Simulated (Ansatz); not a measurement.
Start from MgO in the rock salt structure (space group Fm-3m, No. 225; a = 4.2141 Å).

The values are results of DFT with PBEsol, PAW potentials and a 420 eV plane-wave cutoff in Ansatz (a quantum-chemistry and plane-wave program), no spin-orbit coupling, not measurements.

Base values:

| Item | Result |
|---|---|
| Hole mass | 0.38, 2.1, 2.1 mₑ (at Γ) |
| Electron mass | 0.34 mₑ (at Γ) |

Modification: an isotropic linear strain of −1.50 %, atoms relaxed at fixed cell.

What happens to the hole mass?

The hole mass (degenerate bands, along [100]) becomes 0.39, 2.0, 2.0 mₑ (at Γ) (base: 0.38, 2.1, 2.1 mₑ (at Γ)).

What happens to the electron mass?

The electron mass changes from 0.34 mₑ (at Γ) to 0.36 mₑ (at Γ).

Predict the new energy relative to the base.

The energy rises by 9.8 meV/atom.

The levels and masses belong to the bands next to the band gap. Masses are band curvatures over ±0.01 Å⁻¹ around the edge. No phonon test of stability was made.
